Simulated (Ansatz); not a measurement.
Start from MgO in the rock salt structure (space group Fm-3m, No. 225).

```xyz
2
Lattice="0.0000 2.0796 2.0796 2.0796 0.0000 2.0796 2.0796 2.0796 0.0000" Properties=species:S:1:pos:R:3 pbc="T T T"
Mg     0.0000     0.0000     0.0000
O      2.0796     2.0796     2.0796
```

Cartesian axes are those of the cell as printed.

Calculations: plane-wave PAW DFT at the LDA level (Ansatz, a first-principles code, 420 eV), without spin-orbit coupling.

Strains are applied to the cell and any free atomic positions relax.

One change was made to it. Results:

```tsv
quantity	base	after
valence-band top at Γ (three highest levels, from the VBM)	0.00, 0.00, 0.00 eV	0.00, -0.05, -0.05 eV
energy relative to the base (free energy F)	0 meV/atom	+5.2 meV/atom
```

Task: Which of these changes matches the shifts?
(A) uniaxial strain ε_zz = −0.50 %
(B) uniaxial strain ε_zz = +2.50 %
(C) uniaxial strain ε_zz = +1.50 %

Result: B, uniaxial strain ε_zz = +2.50 %. For comparison, the valence-band top at Γ in the other runs: uniaxial strain ε_zz = +1.50 % gives 0.00, -0.03, -0.03 eV; uniaxial strain ε_zz = −0.50 % gives 0.00, 0.00, -0.01 eV.

The levels and masses belong to the bands next to the band gap. Stability against distortions was not tested.
